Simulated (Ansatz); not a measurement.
Results of LDA in Ansatz (plane waves, PAW) for HoSi2 (I4₁/amd, No. 141; cell taken from a computed entry).

Run with plane-wave cutoff 500 eV, 14×14×14 k mesh, Fermi–Dirac smearing 0.05 eV, spin-polarised start, scalar-relativistic PAW data made under PBE.

Computed at the level's own relaxed cell.

Q: Estimate the volume per atom, equilibrium lattice constant a and c axis length that the calculation returns.

A: 
* **volume per atom**: 17.57 Å³/atom
* **equilibrium lattice constant a**: 3.902 Å
* **c axis length**: 13.843 Å

The run finds no gap.

Note: the magnetic order was assumed, not searched for or taken from measurement; the relaxation could not lower the start's symmetry, so the cell can be a saddle point above a distorted one; the 4f shell is treated without U or exact exchange, so its levels and filling can be wrong.

Spin–orbit coupling is not included.

Computing time: roughly 12 core-minutes.

Ansatz is a quantum-chemistry and plane-wave program.
